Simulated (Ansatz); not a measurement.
Consider CsPbCl$_{3}$ in the cubic perovskite structure (space group Pm-3m, No. 221; a = 5.619 Å). Axes: x, y, z lie along the cube axes.

All numbers come from PBEsol (Ansatz, a first-principles code; PAW; 420 eV plane waves; no spin-orbit coupling), earlier PAW set.

A first run, uniaxial strain ε_yy = −2.33 %, gives secant values C11 ≈ 68 GPa and C12 ≈ 8.5 GPa from its stress. A second run applies isotropic strain +1.77 %.

Q: What does linear elasticity predict for the bulk modulus −ΔP/(ΔV/V₀) in the second run, and what does the run give?

A: Linear elasticity: (C11 + 2 C12)/3 = 28 GPa. The run gives 22 GPa; any difference comes from nonlinear terms at these strains and numerical noise.

Whether these cells are dynamically stable was not tested. Many cubic perovskites are stable only at high temperature; tilts and polar distortions were not tested. This is not the structure that CsPbCl3 has at room temperature and ambient pressure.
